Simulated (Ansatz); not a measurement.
## Competing hops of interstitial Ni in silicon, neutral cell

Defect: interstitial Ni in silicon, neutral cell. These are PBE, PAW (plane waves to 420 eV; Ansatz, a first-principles code) values and carry that method's errors.

64-site cell at the relaxed PBE lattice, a 2×2×2 k-point mesh shifted by half a step, smearing 0.01 eV, spin-restricted, no finite-size correction. Static, classical nuclei. The charge state is imposed; whether it is stable for some Fermi level was not computed. Sites that were not tried may lie lower.

Barriers: single points on a 3×3×3 k-point mesh shifted by half a step at the bands' geometries.

| Route | Start site over the lowest site run (eV) | Hop (Å) | Forward barrier (eV) | Backward barrier (eV) | Neighbours at the start | Neighbours at the saddle | Saddle order | Forward, on the band's own sampling (eV) |
|---|---|---|---|---|---|---|---|---|
| Ni moves alone to another site | 0.00 | 1.30 | 0.08 | 0.08 | 3 Si at 2.31, 3 Si at 2.39 Å | Si at 2.34, Si at 2.36, 2 Si at 2.48, Si at 2.54, 2 Si at 2.71, 2 Si at 2.75, Si at 2.93 Å | not checked, on a symmetry element | 0.08 |

Paths come from nudged elastic bands with a climbing image.  A band can be held on a symmetry element, so unchecked saddle points there may be too high. A further band (Ni moves alone to another site, 1.98 Å) gave 0.084 eV forward on its own sampling, 0.084 eV above the lowest site run, but a shoulder points to a second hump between its images, so it is not taken as a result.

The whole set of runs took around 2.6 core-hours (rough).
